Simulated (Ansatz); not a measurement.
Functionals compared on a constructed model of the (100) surface of fcc Pd, a pseudomorphic layer of Ru in the host's stacking (bottom of the slab: a bare face, its two planes held), in Ansatz (plane waves, PAW). The structure was relaxed with PBE; the other rows are single points on it. Cutoff 420 eV (500 eV for r2SCAN).

Slab: 7 atoms, 12.1 Å thick at the start; k 13x13x1, smearing 0.1 eV, dipole-corrected; 2 atoms held, the rest relaxed; held to the start's symmetry, so lower structures may exist; no spin, no spin-orbit, no U. It is one candidate, not shown to be the stable structure of the face. These notes are the PBE run's.

| functional | work function of the top face (eV) | rough cost of the single point |
|---|---|---|
| PBE | 5.14 | – |
| RPBE | 4.98 | very roughly 20 core-seconds |
| r2SCAN | [?] | very roughly 100 core-seconds |

Task: Fill in the missing entries.

Result: 
- r2SCAN, work function of the top face (eV): 5.19

Ansatz is a program for electronic structure.
